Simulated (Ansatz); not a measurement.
Start from Pd in the fcc (Cu type) structure (space group Fm-3m, No. 225; a = 3.9104 Å; relaxed with 0.1 eV smearing). Axes: x, y, z lie along the cube axes.

Computed with r2SCAN (Ansatz, a program for electronic structure, PAW, no spin-orbit coupling).

Perturbation: an isotropic linear strain of −1.00 %, atoms relaxed at fixed cell.

Q: Predict the stress tensor and what it implies for the stiffness.

A: Stress of the strained cell less that of the base (GPa, compression positive):
```
    6.0     0.0     0.0
    0.0     6.0     0.0
    0.0     0.0     6.0
```

Then B = −ΔP/(ΔV/V₀) with ΔV/V₀ = -0.0297 gives secant stiffness values (nonlinear terms included at this strain): B ≈ 202 GPa.

As a check, the harmonic strain energy −½ V₀ Δσ:ε is 8.4 meV/atom; the computed energy rise is 8.1 meV/atom.

No phonon test of stability was made. The final runs are not spin-polarised. Pd has a high density of states at the Fermi level and may be magnetic at this level.
